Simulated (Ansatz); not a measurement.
The structure below was relaxed with Ansatz (an electronic-structure program) PBE, no spin-orbit coupling.

```yaml
crystal:
  lattice:
    - [0.00000, 3.31399, 3.31399]
    - [3.31399, 0.00000, 3.31399]
    - [3.31399, 3.31399, 0.00000]
  atoms:
    - { symbol: I, position: [0.75000, 0.75000, 0.75000] }
    - { symbol: Ag, position: [0.00000, 0.00000, 0.00000] }
```

Question: Find the space group and the Wyckoff positions.

Answer: Space group F-43m (No. 216); a = 6.6280 Å, b = 6.6280 Å, c = 6.6280 Å, α = 90.00°, β = 90.00°, γ = 90.00°

```tsv
atom	site	symmetry	x	y	z
I	4c	-43m	0.2500	0.2500	0.2500
Ag	4a	-43m	0.0000	0.0000	0.0000
```

Question: Describe the coordination.

Answer: The crystal has 8 atoms in its conventional cell. Lattice parameters: a = 6.6280 Å, b = 6.6280 Å, c = 6.6280 Å, α = 90.00°, β = 90.00°, γ = 90.00°. I is coordinated by 4 Ag at 2.870 Å (tetrahedral). Ag is surrounded by 4 I at 2.870 Å (tetrahedral). (Neighbours: up to the widest gap in distance over summed covalent radii, below 1.35, at either atom; cation-cation and far metal-metal contacts left out.)

With I present, leaving out spin-orbit coupling can change the band edges. Whether these cells are dynamically stable was not tested. The cell was made from CuI by this change: Cu → Ag.
